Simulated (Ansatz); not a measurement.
AlN (Fm-3m, No. 225, 2 atoms in the cell; start mp-1330; high-pressure phase), treated with r²SCAN (plane waves, PAW; Ansatz, a quantum-chemistry and plane-wave program).

Numerical settings: plane-wave cutoff 560 eV, 14×14×14 k mesh, Fermi–Dirac smearing 0.01 eV, scalar-relativistic PAW data made under PBE.

Cell (relaxed with PBEsol):

```xyz
2
Lattice="0.0000 2.0226 2.0226 2.0226 0.0000 2.0226 2.0226 2.0226 0.0000" Properties=species:S:1:pos:R:3 pbc="T T T"
Al     2.0226     2.0226     2.0226
N      0.0000     0.0000     0.0000
```

### Question
Give the computed band gap and smallest direct gap on the k points sampled.

### Answer

- band gap: 5.46 eV (indirect)
- smallest direct gap on the k points sampled: 6.45 eV

Note: cell and atoms aren't relaxed at this level (pressure -1.5 GPa).

Static lattice: no zero-point or thermal effects.

A start named mp-… is a Materials Project structure, which need not be a measured phase.
